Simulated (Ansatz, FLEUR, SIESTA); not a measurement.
## Code comparison for WSe₂ (P6_3/mmc, 6 atoms in the cell)

Self-consistent single point.

```yaml
crystal:
  lattice:
    - [3.32259, 0.00000, 0.00000]
    - [-1.66129, 2.87744, 0.00000]
    - [0.00000, 0.00000, 13.74818]
  atoms:
    - { symbol: W, position: [0.66667, 0.33333, 0.75000] }
    - { symbol: W, position: [0.33333, 0.66667, 0.25000] }
    - { symbol: Se, position: [0.33333, 0.66667, 0.87100] }
    - { symbol: Se, position: [0.66667, 0.33333, 0.12900] }
    - { symbol: Se, position: [0.66667, 0.33333, 0.37100] }
    - { symbol: Se, position: [0.33333, 0.66667, 0.62900] }
```

Shared settings, as Ansatz (a program for electronic structure) writes them: kpoints.mp_grid.grid = 6 6 2; magnetization.spin_orbit = true; scf.occupations.method = fixed. Potentials and cutoffs stand in the table.

| code | model | pressure (GPa) | largest force (eV/Å) | gap on the mesh (eV) | cutoff |
|---|---|---|---|---|---|
| SIESTA | GGA PBE with spin-orbit coupling, numerical atomic orbitals DZP, PseudoDojo PBE fully relativistic norm-conserving potentials (rewritten from UPF to PSML) | – | 1.281 | 1.143 | grid 350 Ry |
| FLEUR | PBE, all-electron FLAPW (FLEUR), scalar-relativistic valence with spin-orbit coupling in second variation | – | – | 1.170 | Kmax 3.6 1/bohr |
| Ansatz | PBE with spin-orbit coupling, PAW files | 1.29 | 0.229 | 1.149 | 420 eV |

A dash marks a value that a program does not give, or that is left out as unsure.

Gaps are read on the mesh.

The spread over the programs that give each value: largest force within 1.052 eV/Å; gap on the mesh within 0.027 eV.

SIESTA uses small atom-centred bases, whose incompleteness enters pressures, forces and empty levels differently from a plane-wave cutoff. FLEUR treats all electrons, but the usual bases taken here (sphere radii, linearisation, local orbitals, empty states) were not tested for convergence, so the values are no reference for the others.

The starting cell comes from a database of computed structures (which also holds hypothetical and non-ambient phases and stackings), without a prior relaxation at this level. Its lattice was rescaled by a random factor within 2.5 % of one.

Keys are those of Ansatz 0.2.
